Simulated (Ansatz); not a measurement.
Take Au in the fcc (Cu type) structure (space group Fm-3m, No. 225; relaxed with 0.1 eV smearing) as the base.

Au has the cubic space group Fm-3m (No. 225), the fcc (Cu type) structure, Pearson symbol cF4. Lattice parameters: a = 4.083 Å, b = 4.083 Å, c = 4.083 Å, α = 90.00°, β = 90.00°, γ = 90.00°. Au on 4a sees 12 Au at 2.887 Å (cuboctahedral). (Neighbours: up to the widest gap in distance over summed covalent radii, below 1.35, at either atom.)
(The calculation used a cell of 1 atom; values per cell refer to that cell.)

Computed with PBEsol, PAW, 420 eV (Ansatz, a program for electronic structure; spin-orbit coupling left out).

Strains are applied to the cell and any free atomic positions relax.

One change was made to it. Results:

```csv
quantity,base,after
energy relative to the base (free energy F),0 meV/atom,+8.0 meV/atom
pressure,0.0 GPa,-4.8 GPa
```

**Question.** Which of these changes matches the shifts?
(A) isotropic strain +3.00 %
(B) isotropic strain +1.00 %
(C) isotropic strain +0.50 %
(D) isotropic strain −2.00 %
(E) isotropic strain −1.50 %

**Answer.** B, isotropic strain +1.00 %. For comparison, the energy relative to the base in the other runs: isotropic strain −2.00 % gives +37 meV/atom; isotropic strain +0.50 % gives +2.0 meV/atom; isotropic strain −1.50 % gives +20 meV/atom; isotropic strain +3.00 % gives +65 meV/atom.

Whether these cells are dynamically stable was not tested.
